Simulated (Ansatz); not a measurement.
Ir (model structure, Im-3m, No. 229, 1 atom in the cell): lattice parameter a by level of theory

No measured value is used here.

```json
[
 {"level (code)": "LDA (Ansatz)", "value (Å)": "3.060"},
 {"level (code)": "PBEsol (Ansatz)", "value (Å)": "3.076"},
 {"level (code)": "r²SCAN (Ansatz)", "value (Å)": "3.088"}
]
```

Density-functional levels without +SOC have no spin–orbit coupling. LDA, PBEsol, r²SCAN: the run has no spin polarisation, so it can have missed a magnetic state. Cutoffs differ between the levels. Ansatz's density-functional and Hartree–Fock values are scalar-relativistic unless marked +SOC, with PAW data made under PBE.

A model structure was made by putting elements into a prototype or built by hand; it is no filed structure, need not be a known phase, and can be a saddle point held by its symmetry.

Ansatz is a quantum-chemistry and plane-wave program.
